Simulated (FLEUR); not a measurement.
## Equation of state of antifluorite Be2C (space group 225): energy against volume (FLEUR, PBE)

```
Be2C
1.0
    0.00000     2.13142     2.13142
    2.13142     0.00000     2.13142
    2.13142     2.13142     0.00000
Be C
2 1
Direct
  0.25000   0.25000   0.25000
  0.75000   0.75000   0.75000
  0.00000   0.00000   0.00000
```

Level of theory: FLEUR with PBE, all-electron FLAPW (FLEUR), scalar-relativistic valence. Settings: Kmax = 4.22 1/bohr; GmaxXC = 14.8 1/bohr; xcFunctional = pbe; jspins = 1; l_soc = F; mode = hist; fermiSmearingEnergy = 0.00036749 Htr; mesh (inpgen div1-3) = 13 13 13; inpgen gamma flag = false; Gmax = 14.8 1/bohr; numbands = 0; maxIterBroyd = 15; imix = Anderson; alpha = 0.05; precondParam = 0; minDistance = 1e-05 me/bohr^3. The cell above is the first row's. The rows scale it uniformly. In all rows fractional positions and the k mesh are held. E is the free energy at the stated smearing, counted from the lowest row.

```csv
V (Å^3/atom),E (meV/atom)
6.4553,9.49
6.5956,2.70
6.7359,0.00
6.8763,1.08
7.0166,5.52
7.1569,13.12
7.2972,23.54
7.4376,36.57
7.5779,?
```

Fit E of the 8 rows that show it with the third-order Birch-Murnaghan form, a cubic in V^(-2/3). With u = V^(-2/3) - 0.275, the rows have u = 0.013440, 0.009335, 0.005373, 0.001544, -0.002155, -0.005733, -0.009195, -0.012551. Least squares gives E = 2.515 - 1131.52·u + 124475·u² - 124191·u³. Residuals (row less fit): 0.000, 0.002, -0.010, 0.016, -0.013, 0.003, 0.000, 0.000; standard error 0.011 (degrees of freedom: 4). Its minimum lies at u = 0.004577, so V0 = (0.279577)^(-3/2) = 6.765. There d²E/du² = 245500 and d³E/du³ = -745100, so B0 = (4/9) × 6.765^(-7/3) × 245500 × 0.160218 = 202 GPa (the last factor turns the table's units into GPa), and B0' = 4 + (2/3) × 0.279577 × (-745100)/245500 = 3.4.

Estimate the missing E (V = 7.5779); what did the run itself give?

u = -0.015801, so E = 2.515 - 1131.52 × (-0.015801) + 124475 × (-0.015801)² - 124191 × (-0.015801)³ = 51.962 meV/atom. The calculation gives 51.92 meV/atom, 0.042 meV/atom below the prediction (0.1 % of the range of E in the table). The row lies outside the fitted rows, so this is an extrapolation. From the scatter of the fitted rows alone, a prediction at this place has a standard error of 0.028 meV/atom, so the miss is 1.5 times that.

Carrying the step between the two nearest rows on in a straight line would have given 49.59, off by 2.33; series whose last step already gives the withheld value aren't shown. The scan was laid around a cell of about the measured size, scaled by a guess for this functional. The runs keep the symmetry of the cell, so they don't test it for distortions. Values depend on the basis (sphere radii, cutoffs, local orbitals), which need not be converged. Cutoffs and mesh are single choices, not tested for convergence of this quantity. Series with a scatter that would blur these digits, or in which a gap closes, are not shown. Nor are scans whose minimum lies at an end fitted in this form.
